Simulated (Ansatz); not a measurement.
Band structure of Y (P6_3/mmc, 2 atoms in the cell).

```yaml
crystal:
  lattice:
    - [3.65240, 0.00000, 0.00000]
    - [-1.82620, 3.16308, 0.00000]
    - [0.00000, 0.00000, 5.89503]
  atoms:
    - { symbol: Y, position: [0.33333, 0.66667, 0.25000], spin: 1.0 }
    - { symbol: Y, position: [0.66667, 0.33333, 0.75000], spin: 1.0 }
```
(The spins are starting values, not results.)

Method of the run: PBE (plane waves, PAW; Ansatz, a quantum-chemistry and plane-wave program).

Settings: kpoints.mp_grid.grid = 11 11 6; hamiltonian.xc = pbe; hamiltonian.pseudopotentials = {kind: paw} (the program's default PAW files); magnetization.spin_polarized = true; scf.occupations.method = fermi_dirac; scf.occupations.width = 0.1 eV; kpoints.band_path.npoints = 8.

The starting cell comes from a database of computed structures (which also holds hypothetical and non-ambient phases and stackings), without a prior relaxation at this level. Its lattice was rescaled by a random factor within 2.5 % of one. The starting moments vanished: the run ended non-magnetic. The program warned that a starting moment was not kept.

Levels in eV from the Fermi level, bands 7 to 14 of the first spin channel:
```json
[
 {"point": "Γ", "7": "-22.49", "8": "-22.48", "9": "-4.60", "10": "-1.85", "11": "0.60", "12": "1.76", "13": "1.76", "14": "1.81"},
 {"point": "M", "7": "-22.60", "8": "-22.55", "9": "-1.62", "10": "-1.12", "11": "-0.80", "12": "-0.09", "13": "1.23", "14": "1.57"},
 {"point": "K", "7": "-22.67", "8": "-22.67", "9": "-0.61", "10": "-0.60", "11": "-0.60", "12": "-0.41", "13": "1.00", "14": "1.00"},
 {"point": "A", "7": "-22.52", "8": "-22.52", "9": "-3.27", "10": "-3.27", "11": "0.82", "12": "0.82", "13": "1.71", "14": "1.71"},
 {"point": "L", "7": "-22.61", "8": "-22.61", "9": "-1.59", "10": "-1.59", "11": "0.02", "12": "0.02", "13": "1.29", "14": "1.29"},
 {"point": "H", "7": "-22.57", "8": "-22.57", "9": "-0.35", "10": "-0.35", "11": "-0.34", "12": "-0.34", "13": "0.36", "14": "0.36"}
]
```

Bands cross the Fermi level along this path, so the cell is metallic at this level.

The net moment of the cell came out as 0.00 μB.

Keys are those of Ansatz 0.2.
